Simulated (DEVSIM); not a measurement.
Structure: abrupt Ge p-n junction, at 250 K.

Layer 1 from the left is Ge, thickness (μm) 87.0, Na (cm⁻³) 1.3e18, τn (s) 4.1e-5, τp (s) 4.1e-5. Layer 2 from the left is Ge, thickness (μm) 0.890, Nd (cm⁻³) 2.8e17, τn (s) 4.1e-5, τp (s) 4.1e-5.

Left contact: ohmic. Right contact: ohmic. Voltage is applied to the left contact. Recombination: SRH at mid-gap, Auger. Mobility is constant in doping.

Constants are typed, rounded textbook-type inputs, not results; the design itself was drawn at random and stands for no fabricated device. Values at 300 K; Nc and Nv go as T^1.5, mobilities as T to minus their exponent, the gap by Varshni's rule with the affinity fixed.

Ge: gap (eV) 0.664, affinity (eV) 4, permittivity 16, Nc (cm⁻³) 1.04e19, Nv (cm⁻³) 6e18, μn (cm²/Vs) 3900, μp (cm²/Vs) 1900, T exponent of μn 1.66, T exponent of μp 2.33, Cn (cm⁶/s) 1e-31, Cp (cm⁶/s) 1e-31, Varshni α (eV/K) 0.000477, Varshni β (K) 235.

Simulated with DEVSIM: 1D drift-diffusion, Boltzmann statistics, complete ionisation; no tunnelling, impact ionisation, image-force lowering or self-heating.

Dark forward current:

```
|V| (V)  |J| (A/cm²)
-------  -----------
0.05        2.447e-6
0.10        2.726e-5
0.15       0.0002791
0.20        0.002835
0.25         0.02877
0.30          0.2918
0.35           2.953
0.40           29.38
0.45           255.2
0.50            1287
0.55            3331
```

**Question.** Work out the local ideality factor n = ΔV / (kT/q · ln(J2/J1)) between the rows 0.10 and 0.15 V, 0.50 and 0.55 V.

**Answer.** kT/q = 21.54 mV. From 0.10 to 0.15 V: ln(0.0002791/2.726e-5) = 2.326, n = 1.00, near the 1 of diffusion or emission over a barrier. From 0.50 to 0.55 V: ln(3331/1287) = 0.951, n = 2.44; the layers' resistance at their doping, Σ W/(qμN) = 1.5e-5 Ω cm², would take 30 mV of this step of 50 mV.

**Question.** Estimate the current at 0.25 V from the Shockley equation with J0 = Σ q ni² D/(N L) coth(W/L), τ joining the SRH, radiative and Auger lifetimes that are on, and W taken as the whole layer.

**Answer.** ni² = 6.19e23 cm⁻⁶; electrons in the p layer: μ = 5280 cm²/Vs, D = 114 cm²/s, τ = 5.17e-6 s, L = 242 μm, W/L = 0.36, term 1.04e-9 A/cm²; holes in the n layer: μ = 2910 cm²/Vs, D = 62.6 cm²/s, τ = 3.10e-5 s, L = 441 μm, W/L = 0.0020, term 2.49e-7 A/cm². J0 = 2.50e-7 A/cm², and J = J0 exp(qV/kT) = 0.0274 A/cm². The simulation gives 0.0288 A/cm²; the estimate lies 4.6 % below. The estimate leaves out recombination in the depletion region and that region's share of W.
